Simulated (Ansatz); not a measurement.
Worked example: self-consistent single point of MgSc (P4mm, 2 atoms in the cell) in Ansatz (an electronic-structure program).

Method of the run: PBEsol, default PAW files made with PBE (plane waves; Ansatz).

```
CELL_PARAMETERS angstrom
      3.61443     0.00000     0.00000
      0.00000     3.61443     0.00000
      0.00000     0.00000     3.61443
ATOMIC_POSITIONS crystal
  Mg 0.00000 0.00000 0.01383
  Sc 0.50000 0.50000 0.50000
```

Reference input (self-consistent single point, DFT, PBEsol, plane waves, default PAW files made with PBE): basis.ecutwfc = 420 eV; kpoints.mp_grid.grid = 9 9 9; hamiltonian.xc = pbesol; hamiltonian.pseudopotentials = {kind: paw} (the program's default PAW files); scf.occupations.method = gaussian; scf.occupations.width = 0.1 eV. This run's input differs from it in these lines:

Ansatz 0.2 input:
```diff
@@ -12,3 +12,3 @@
 kpoints:
-  mp_grid: { grid: [9, 9, 9] }
+  mp_grid: { grid: [15, 15, 15] }
 hamiltonian:
@@ -17,3 +17,3 @@
 scf:
-  occupations: { method: gaussian, width: 0.1 eV }
+  occupations: { method: cold, width: 0.2 eV }
 output:
```

The program printed (abridged):

```
SCF iter   1: F=—  HF=-4023.468207 eV  |F-HF|=—  |Δ(HF+E_count)|=         —  Δρ=4.07e-3  dr2=8.75e-3  ethr=1.77e-3  ⟨swp⟩=4.9  Hψ=18805  notcnv=0
all-band conjugate gradients solve this SCF's bands
preconditioner: auto → none
SCF iter   2: F=—  HF=-4023.465297 eV  |F-HF|=—  |Δ(HF+E_count)|=   2.91e-3  S|Δr|=    0.00e0  Δρ=2.42e-3  dr2=3.59e-3  ethr=4.16e-5  ⟨swp⟩=2.0  Hψ=7572  notcnv=0
SCF iter   3: F=—  HF=-4023.464351 eV  |F-HF|=—  |Δ(HF+E_count)|=   9.46e-4  S|Δr|=    0.00e0  Δρ=3.02e-4  dr2=6.57e-5  ethr=1.71e-5  ⟨swp⟩=2.6  Hψ=6667  notcnv=0
SCF iter   4: F=—  HF=-4023.464408 eV  |F-HF|=—  |Δ(HF+E_count)|=   5.67e-5  S|Δr|=    0.00e0  Δρ=5.64e-5  dr2=1.15e-6  ethr=3.13e-7  ⟨swp⟩=2.8  Hψ=7271  notcnv=0
SCF iter   5: F=-4023.464408 eV  HF=-4023.464408 eV  |F-HF|=2.73e-8  |Δ(HF+E_count)|=   1.03e-7  S|Δr|=    0.00e0  Δρ=1.07e-5  dr2=5.85e-8  ethr=4.76e-10  ⟨swp⟩=6.6  Hψ=19318  notcnv=0
SCF 1 converged in 5 iterations: F = -4023.464408 eV  dr2 = 5.85e-8
Stability not checked (fill_not_monotonic)
Free energy (F): -4023.464408 eV
Internal energy: -4023.461912 eV  (E = F + TS)
E sigma→0 (E₀):  -4023.463576 eV
Entropy (-TS):   -0.002496 eV (-1.248 meV/atom)
Fermi energy:    7.351637 eV
--- Forces (eV/Å), atoms counted from 1 ---
  atom   1  Mg     0.00000000     0.00000000    -0.18172156
  atom   2  Sc    -0.00000000     0.00000000     0.18170654
--- Stress (GPa, compression-positive) ---
       -1.994991       0.000000      -0.000000
        0.000000      -1.994991       0.000000
       -0.000000       0.000000      -2.035791
  P = ⅓ Tr σ = -2.0086 GPa (-20.086 kbar)
  The stress holds the Pulay correction. Without it, at fixed plane waves, as pw.x and ABINIT print it: P = -2.0153 GPa
```

The run converged in 5 iterations. Against the reference run the free energy rises by 3.3 meV/atom, the pressure moves little (-2.05 to -2.01 GPa) and the largest force moves little (0.181 to 0.182 eV/Å).

The starting cell comes from a database of computed structures (which also holds hypothetical and non-ambient phases and stackings), without a prior relaxation at this level. Its lattice was rescaled by up to half a per cent. One atom was moved a little off its site on purpose. Ansatz's pressure includes its estimate of the finite-basis (Pulay) stress.
